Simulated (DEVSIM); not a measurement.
Device: Ru/SiO2/p-Si capacitor, at 400 K.

```
layer (left to right)  material  thickness (nm)  Na (cm⁻³)
---------------------  --------  --------------  ---------
1                          SiO2            18.0          -
2                            Si             550     1.1e18
```

Metal gate on the left, work function 4.7 eV. Fixed charge at the semiconductor interface -3e11 cm⁻² (in units of +e); no interface traps.

The device is made up for the run: typed textbook-type constants, with dimensions and the other settings drawn at random. Values at 300 K; Nc and Nv go as T^1.5, mobilities as T to minus their exponent, the gap by Varshni's rule with the affinity fixed.

```tsv
parameter	SiO2	Si
gap (eV)	9	1.124
affinity (eV)	0.9	4.05
permittivity	3.9	11.7
Nc (cm⁻³)	-	2.86e19
Nv (cm⁻³)	-	3.1e19
Varshni α (eV/K)	-	0.000473
Varshni β (K)	-	636
```

DEVSIM, 1D Poisson equation in equilibrium, Boltzmann statistics, complete ionisation; no quantum confinement or tunnelling. Metal contacts follow the ideal Schottky-Mott rule: no Fermi-level pinning, no interface dipoles.

Base results: flat-band voltage (V) -0.07; minimum of the low-frequency capacitance (μF/cm²) 0.127; capacitance of the dielectric stack (μF/cm²) 0.192.

Q: What follows from this one change: temperature 400 → 300 K?

A: flat-band voltage -0.07 → -0.14 V; minimum of the low-frequency capacitance 0.127 → 0.123 μF/cm²; capacitance of the dielectric stack little changed (0.192 μF/cm²).

Q: What follows from this one change: SiO2 thickness 0.018 → 0.0072 μm?

A: flat-band voltage -0.07 → -0.22 V; minimum of the low-frequency capacitance 0.127 → 0.211 μF/cm²; capacitance of the dielectric stack 0.192 → 0.480 μF/cm².

Q: What follows from this one change: substrate doping 1.1e+18 → 5.5e+17 cm^-3?

A: flat-band voltage -0.07 → -0.04 V; minimum of the low-frequency capacitance 0.127 → 0.114 μF/cm²; capacitance of the dielectric stack little changed (0.192 μF/cm²).

Q: What follows from this one change: fixed charge -3e+11 → 4.95e+11 cm^-2?

A: flat-band voltage -0.07 → -0.73 V; minimum of the low-frequency capacitance little changed (0.127 μF/cm²); capacitance of the dielectric stack little changed (0.192 μF/cm²).
